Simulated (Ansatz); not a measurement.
Defect: interstitial Cu in zinc-blende GaAs, charge state +1. The step: Cu moves alone to another site; the atom moves 3.32 Å along (0.40, 0.40, 0.10) of the unit cell; the moving atom starts with neighbours As at 2.43, 2 As at 2.44; Ga at 2.54, 2 Ga at 2.56 Å and ends with As at 2.51, 3 As at 2.54; 3 Ga at 2.89, 3 Ga at 2.93 Å. A PBE band in Ansatz (plane-wave PAW, one k-point at (0.250, 0.250, 0.250), 64 host sites, 42 SCF runs with any check of the saddle's order, static, no finite-size correction) gives a forward barrier of 0.22 eV. The saddle point's order was not checked, and it lies on a symmetry element of the cell, where a band can be held. The charge state is imposed; whether it is stable for some Fermi level was not computed. Sites that were not tried may lie lower.

Single points at the band's start and saddle point can refine it. Rough cost of one point, in units of the band's mean SCF on the same machine:

```
Level                                                   Cost of one point
------------------------------------------------------  -----------------
PBE, a 2×2×2 k-point mesh shifted by half a step                  about 5
r2SCAN at 500 eV, one k-point at (0.250, 0.250, 0.250)            about 2
```

Which of these move the barrier by more than 0.1 eV, and how far does each move it?

Not one does. PBE, a 2×2×2 k-point mesh shifted by half a step: -0.03 eV; r2SCAN at 500 eV, one k-point at (0.250, 0.250, 0.250): +0.08 eV. Each functional is compared with PBE at the same k-points.

Ansatz is an electronic-structure program.
